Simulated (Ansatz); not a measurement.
Band structure of FeCo (Pm-3m, 2 atoms in the cell).

```
CELL_PARAMETERS angstrom
      2.83903     0.00000     0.00000
      0.00000     2.83903     0.00000
      0.00000     0.00000     2.83903
ATOMIC_POSITIONS crystal
  Fe 0.00000 0.00000 0.00000
  Co 0.50000 0.50000 0.50000
```
Moments meant for the start (each program seeds them in its own way; μB, in the order of the atoms Fe Co): 4.0 3.0.

Level of theory: PBE (plane waves, PAW; Ansatz, a program for electronic structure).

Settings: basis.ecutwfc = 420 eV; kpoints.mp_grid.grid = 15 15 15; hamiltonian.xc = pbe; hamiltonian.pseudopotentials = {kind: paw} (the program's default PAW files); magnetization.spin_polarized = true; scf.occupations.method = gaussian; scf.occupations.width = 0.2 eV; kpoints.band_path.npoints = 8.

The starting cell comes from a database of computed structures (which also holds hypothetical and non-ambient phases and stackings), without a prior relaxation at this level. The magnetic order is the one reached from the typed start; others were not searched systematically.

Levels in eV from the Fermi level, bands 16 to 23 of the first spin channel:
```csv
point,16,17,18,19,20,21,22,23
Γ,-2.00,-0.87,-0.87,-0.87,9.00,9.00,9.00,14.65
X,-2.61,-2.05,-1.97,-0.91,-0.60,15.87,15.87,16.09
M,-1.72,-0.62,-0.62,-0.24,-0.24,6.08,6.27,17.50
R,-1.90,-1.68,-1.68,7.61,7.61,7.61,7.69,7.69
```

Bands cross the Fermi level along this path, so the cell is metallic at this level.

The net moment of the cell came out as 4.51 μB.

Keys are those of Ansatz 0.2.
